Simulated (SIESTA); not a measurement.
# Short convergence ladders for ZnSb2 (P2, 6 atoms in the cell)

```xyz
6
Lattice="6.7998 0.0000 0.0000 0.0000 6.7998 0.0000 0.0000 0.0000 3.2104" Properties=species:S:1:pos:R:3 pbc="T T T"
Zn     3.3999     3.3999     1.6552
Zn     0.0000     0.0000     0.0000
Sb     5.7995     2.3996     0.8026
Sb     2.3996     1.0003     2.4078
Sb     1.0003     4.4002     0.8026
Sb     4.4002     5.7995     2.4078
```

Base method: GGA PBEsol, numerical atomic orbitals TZP, PseudoDojo PBEsol standard norm-conserving potentials (rewritten from UPF to PSML) run with SIESTA.

Base settings: XC.functional = GGA; XC.authors = PBEsol; potentials = PseudoDojo PBEsol standard; PAO.BasisSize = TZP; PAO.EnergyShift = 0.005 Ry; MeshCutoff = 350 Ry; kgrid.MonkhorstPack = 3 3 5; OccupationFunction = MP; OccupationMPOrder = 0; ElectronicTemperature = 100 meV.

**The k-point mesh**

Only quantities that move along the ladder and can be compared are tabulated.

| kgrid.MonkhorstPack | free energy less the last step's (meV/atom) | pressure (GPa) | largest difference of a force vector from the last step's (eV/Å) |
|---|---|---|---|
| 1 1 2 | -559.33 | -5.09 | 0.174 |
| 2 2 3 | -36.30 | -1.24 | 0.161 |
| 2 2 4 | 129.79 | -0.87 | 0.901 |
| 3 3 5 | 28.14 | -1.16 | 0.222 |
| 3 3 6 | 5.90 | -1.06 | 0.014 |
| 3 3 7 | 0.00 | -0.90 | 0.000 |

Coarsest kgrid.MonkhorstPack that holds the pressure within 1 GPa of the last step, with all finer ones: 2 2 3; the step before is off by 4.2 GPa.

Coarsest kgrid.MonkhorstPack that holds the forces within 0.02 eV/Å: not settled: the last two steps still differ by 0.014 eV/Å, over half the tolerance, so the ladder does not show it.

Coarsest kgrid.MonkhorstPack that holds the free energy within 5 meV/atom: not settled: the last two steps still differ by 5.9 meV/atom, over half the tolerance, so the ladder does not show it.

**The k-point mesh at a smearing width of 0.02 eV**

In this ladder: ElectronicTemperature = 20 meV.

Only quantities that move along the ladder and can be compared are tabulated.

| kgrid.MonkhorstPack | free energy less the last step's (meV/atom) | pressure (GPa) | largest difference of a force vector from the last step's (eV/Å) |
|---|---|---|---|
| 2 2 4 | 115.06 | -0.93 | 0.711 |
| 3 3 6 | -7.32 | -1.00 | 0.247 |
| 5 5 9 | -1.06 | -1.27 | 0.115 |
| 7 7 14 | 0.00 | -1.13 | 0.000 |

Coarsest kgrid.MonkhorstPack that holds the pressure within 0.1 GPa: not settled: the last two steps still differ by 0.14 GPa, over half the tolerance, so the ladder does not show it.

Coarsest kgrid.MonkhorstPack that holds the free energy within 5 meV/atom of the last step, with all finer ones: 5 5 9; the step before is off by 7.3 meV/atom.

Coarsest kgrid.MonkhorstPack that holds the forces within 0.02 eV/Å: not settled: the last two steps still differ by 0.12 eV/Å, over half the tolerance, so the ladder does not show it.

**The k-point mesh at a smearing width of 0.3 eV**

In this ladder: ElectronicTemperature = 300 meV.

Only quantities that move along the ladder and can be compared are tabulated.

```csv
kgrid.MonkhorstPack,free energy less the last step's (meV/atom),pressure (GPa),largest difference of a force vector from the last step's (eV/Å)
2 2 4,111.70,-0.61,0.612
3 3 6,-14.12,-1.06,0.162
5 5 9,-3.02,-1.15,0.077
7 7 14,0.00,-1.08,0.000
```

Coarsest kgrid.MonkhorstPack that holds the forces within 0.02 eV/Å: not settled: the last two steps still differ by 0.077 eV/Å, over half the tolerance, so the ladder does not show it.

Coarsest kgrid.MonkhorstPack that holds the free energy within 5 meV/atom: not settled: the last two steps still differ by 3.0 meV/atom, over half the tolerance, so the ladder does not show it.

Coarsest kgrid.MonkhorstPack that holds the pressure within 0.2 GPa of the last step, with all finer ones: 3 3 6; the step before is off by 0.47 GPa.

On the base run: the starting cell comes from a database of computed structures (which also holds hypothetical and non-ambient phases and stackings), without a prior relaxation at this level. Its lattice was rescaled by up to half a per cent. One atom was moved a little off its site on purpose. Values carry the incompleteness of an atom-centred basis. The run gives no clean gap (levels at the Fermi energy touch, overlap or are partly filled at this smearing), which alone does not show that the compound is a metal. Without a gap this mesh is coarse (it stands for a supercell whose shortest vector is 16 Å).
